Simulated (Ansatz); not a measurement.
Consider VN in the zinc blende structure (space group F-43m, No. 216; a = 4.3846 Å; a model cell, its experimental status unchecked; relaxed with 0.1 eV smearing). Axes: x, y, z lie along the cube axes.

Computed with Ansatz (an electronic-structure program) PBEsol, no spin-orbit coupling.

It is then changed as follows: uniaxial stress, 8 GPa tension along z; all other stress components relax to zero.

Problem. Predict the new strain response.

Solution. The strain response (xx, yy, zz) comes out as (−1.71, −1.71, +4.50) %.

Stability under load was not tested beyond the relaxation. Starting moments died away, wholly or in part, for the base; another magnetic solution may exist. The final runs are not spin-polarised.
